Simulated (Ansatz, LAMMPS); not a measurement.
Si well of 8 atomic layers along [001] in random Si0.8Ge0.2, interfaces graded over 8 layers. Cell 16.58 × 16.58 × 43.96 Å, Si498Ge78, 576 atoms. Prepared with Tersoff's 1989 multicomponent potential (SiCGe.tersoff) in LAMMPS: minimisation. 

Basis: localised support functions (accuracy medium) on a full density matrix. k-points: zone centre alone; occupations: Fermi-Dirac, 0.010 eV; spin polarisation not allowed. No spin-orbit coupling.

Problem. Estimate the gap and bonding that PBE, support functions at accuracy medium on the grid of 370 eV (Ansatz, a quantum-chemistry and plane-wave program) returns for this input.

Solution. 
Kohn-Sham gap of the cell on its k-mesh: 0.51 eV
weight of the highest filled level on the well: 0.24
weight of the lowest empty level on the well: 0.60
coordination (neighbours within 2.848 Å): 100.0 % 4-fold
Ge-Ge bonds, mean ± spread: 2.467 ± 0.004 Å
Ge-Si bonds, mean ± spread: 2.421 ± 0.005 Å
Si-Si bonds, mean ± spread: 2.377 ± 0.005 Å
bond angles, mean ± spread: 109.5° ± 0.9°
pressure: -0.66 GPa
